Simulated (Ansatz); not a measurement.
Effect of Al → Lu on TiAl

Base system: TiAl (space group P4/mmm, No. 123; a = 2.824 Å, c = 4.071 Å).

It is then changed as follows: full substitution Al → Lu, then cell and atoms are relaxed.

The values are results of DFT with PBE, PAW potentials and a 420 eV plane-wave cutoff in Ansatz (a program for electronic structure), without spin-orbit coupling, not measurements. Γ-centred 15×15×11 mesh, Fermi–Dirac width 0.05 eV, for the changed cell.

```json
{
  "volume_per_atom": "22.53 Å³ (base 16.24 Å³)",
  "density": "8.21 g/cm³ (base 3.83 g/cm³)",
  "lattice_parameter_a": "3.186 Å (base 2.824 Å)",
  "c/a ratio": "1.393 (base 1.441)",
  "space_group": "P4/mmm (No. 123) (base P4/mmm (No. 123))",
  "band_gap": "zero (base zero)"
}
```

Final structure:

```xyz
2
Lattice="3.1859 0.0000 0.0000 0.0000 3.1859 0.0000 0.0000 0.0000 4.4389" Properties=species:S:1:pos:R:3 pbc="T T T"
Lu     1.5929     1.5929     2.2194
Ti     0.0000     0.0000     0.0000
```

Stability against distortions was not tested. As relaxed here, LuTi is a hypothetical phase, not in the database extracts checked. All final runs are without spin polarisation. An odd electron count without spin: LuTi and TiAl. LuTi has a high density of states at the Fermi level and may be magnetic at this level.
